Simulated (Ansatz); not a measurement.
A (9,9) blue phosphorus nanotube has 36 atoms in a period of 3.284 Å, a mean diameter of 16.37 Å, and lies 26 meV/atom over the flat sheet relaxed at the same level.

All values below come from PBE (plane waves to 420 eV, PAW; Ansatz, a first-principles code). Mesh 1×1×10. No spin polarisation. Isolated but for its images some 11 Å away. A hypothetical model, rolled from the flat sheet. It keeps the symmetry and period of its start, so it need not be a minimum against all distortions.

**Question.** Which bending rigidity of the sheet does this imply in the thin-plate picture?

**Answer.** A plate bent to radius R stores D/(2R²) an area. The area an atom is π × 16.37 × 3.284/36 = 4.69 Å², so the stored energy is 0.026/4.69 = 0.0055 eV/Å². With R = 8.185 Å, D = 2R² × 0.0055 = 0.74 eV.
